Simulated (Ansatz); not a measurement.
A computed series for BiPt: response to strain

Base system: BiPt in the NiAs type structure (space group P6_3/mmc, No. 194; a = 4.361 Å, c = 5.493 Å; relaxed with 0.1 eV smearing). Axes: x lies along a and z along c of the hexagonal cell.

Strains are applied to the cell and any free atomic positions relax; under biaxial strain the out-of-plane vector relaxes too; under stress the whole cell relaxes.

Computed with PBEsol (Ansatz, a program for electronic structure), no spin-orbit coupling.

Notes on the quantities. energy relative to the base: free energy F; pressure: mean of the normal stresses, compression positive.

| case | energy relative to the base | pressure | shortest interatomic distance |
|---|---|---|---|
| base | 0 meV/atom | 0.0 GPa | 2.746 Å |
| biaxial strain +0.91 %, plane normal [001], relaxed out of plane | – | -1.2 GPa | 2.728 Å |
| isotropic strain +0.41 % | +1.3 meV/atom | -1.5 GPa | 2.758 Å |
| isotropic strain +1.75 % | +22 meV/atom | -5.6 GPa | 2.794 Å |
| uniaxial strain ε_xx = −4.34 % | +22 meV/atom | 5.8 GPa | 2.746 Å |
| uniaxial strain ε_zz = −0.63 % | +0.6 meV/atom | 0.9 GPa | 2.729 Å |
| uniaxial stress, 3 GPa tension along z | (withheld) | – | (withheld) |

Complete the table.


- uniaxial stress, 3 GPa tension along z, energy relative to the base: +4.8 meV/atom
- uniaxial stress, 3 GPa tension along z, shortest interatomic distance: 2.805 Å

Beyond what the load breaks, stability against distortions was not tested. All final runs are without spin polarisation.
